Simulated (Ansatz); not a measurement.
Input:

```
CELL_PARAMETERS angstrom
      3.17315     0.00000     0.00000
     -1.58657     2.74803     0.00000
      0.00000     0.00000    12.43711
ATOMIC_POSITIONS crystal
  Mo 0.33333 0.66667 0.75000
  Mo 0.66667 0.33333 0.25000
  S  0.33333 0.66667 0.12490
  S  0.66667 0.33333 0.62490
  S  0.66667 0.33333 0.87510
  S  0.33333 0.66667 0.37510
```

No spin polarisation.

Method: Kohn–Sham DFT with the r2SCAN+rVV10 functional, run in Ansatz (a first-principles code) with PAW and 500 eV plane waves, scalar-relativistic without spin-orbit coupling, earlier PAW set. Settings: 12×12×3 k-points, 0.05 eV Fermi–Dirac smearing.

Problem. Predict the valence-band top at Γ, hole mass, band gap and smallest direct gap.

Solution. The valence-band top at Γ (three highest levels, from the VBM) is 0.00, -1.13, -1.36 eV and the hole mass comes out as 0.87 mₑ along c, 0.69 mₑ across (at Γ). The band gap comes out as 1.01 eV and the smallest direct gap comes out as 1.74 eV.

Effective masses come from finite differences of ±0.01 Å⁻¹. Stability against distortions was not tested. The cell was made from MoTe2 by this change: Te → S.
